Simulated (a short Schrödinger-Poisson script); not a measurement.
System: gated Al0.4Ga0.6As/GaAs δ-doped gas, at 20 K.

```csv
layer,material,thickness (nm),Na (cm⁻³)
1,Al0.4Ga0.6As,8,-
2,Al0.4Ga0.6As,2,-
3,GaAs,6000,1e15
```

Constants are typed, rounded textbook-type inputs, not results; the design itself was drawn at random and stands for no fabricated device. Al0.4Ga0.6As: permittivity 11.76, conduction-band edge (eV) 0.316, gap (eV) 1.923, electron mass (mₑ) 0.1002, Nv at 300 K (cm⁻³) 9e18. GaAs: permittivity 12.9, conduction-band edge (eV) 0, gap (eV) 1.424, Nv at 300 K (cm⁻³) 9e18.

Channel valleys (confinement mass, in-plane density-of-states mass, number): Γ 0.067, 0.067, 1. At the gate the conduction-band edge of layer 1 lies 1.07 eV − eVg above the Fermi level of the channel; the field vanishes at the back. Sheet of ionised δ-doping: +4.1e12 e/cm² at 8 nm from the gate. The barrier under the gate holds no holes. Gaps are held at their typed values at every temperature. Mesh 0.08 nm at interfaces.

From a short Schrödinger-Poisson script (our own, NumPy): 1D Poisson equation in equilibrium, electrons quantum, Hartree plus LDA exchange-correlation (BenDaniel-Duke, 40 states a valley, the channel's in-plane mass for all, wave functions free to enter the barrier), parabolic valleys, classical holes, full ionisation, no traps, pinning or gate leakage.

The same stack at other levels of the model or other numerical settings:

```json
[
 {"run": "base", "sheet density of all electrons at Vg = 0.5 V (cm⁻²)": "8.69e11", "capacitance at Vg = 0.5 V (μF/cm²)": "0.717", "centroid of the channel electrons at Vg = 0.5 V (nm)": "5.30", "rough cost against the base": "about 1"},
 {"run": "electrons treated as classical, Boltzmann", "sheet density of all electrons at Vg = 0.5 V (cm⁻²)": "[?]", "capacitance at Vg = 0.5 V (μF/cm²)": "1.04", "centroid of the channel electrons at Vg = 0.5 V (nm)": "0.36", "rough cost against the base": "0.04"},
 {"run": "electrons treated as classical, Fermi-Dirac", "sheet density of all electrons at Vg = 0.5 V (cm⁻²)": "9.01e11", "capacitance at Vg = 0.5 V (μF/cm²)": "0.715", "centroid of the channel electrons at Vg = 0.5 V (nm)": "[?]", "rough cost against the base": "0.2"},
 {"run": "electrons treated as quantum, Hartree", "sheet density of all electrons at Vg = 0.5 V (cm⁻²)": "8.21e11", "capacitance at Vg = 0.5 V (μF/cm²)": "[?]", "centroid of the channel electrons at Vg = 0.5 V (nm)": "5.57", "rough cost against the base": "about 1"},
 {"run": "mesh six times as coarse", "sheet density of all electrons at Vg = 0.5 V (cm⁻²)": "8.69e11", "capacitance at Vg = 0.5 V (μF/cm²)": "0.717", "centroid of the channel electrons at Vg = 0.5 V (nm)": "5.28", "rough cost against the base": "0.3"},
 {"run": "one subband a valley", "sheet density of all electrons at Vg = 0.5 V (cm⁻²)": "8.69e11", "capacitance at Vg = 0.5 V (μF/cm²)": "0.716", "centroid of the channel electrons at Vg = 0.5 V (nm)": "5.29", "rough cost against the base": "0.3"}
]
```

Complete the blanks.


- electrons treated as classical, Fermi-Dirac, centroid of the channel electrons at Vg = 0.5 V (nm): 4.12
- electrons treated as classical, Boltzmann, sheet density of all electrons at Vg = 0.5 V (cm⁻²): 1.37e12
- electrons treated as quantum, Hartree, capacitance at Vg = 0.5 V (μF/cm²): 0.701

The classical rows ignore confinement, and Boltzmann statistics overrate the density once the band edge passes the Fermi level.
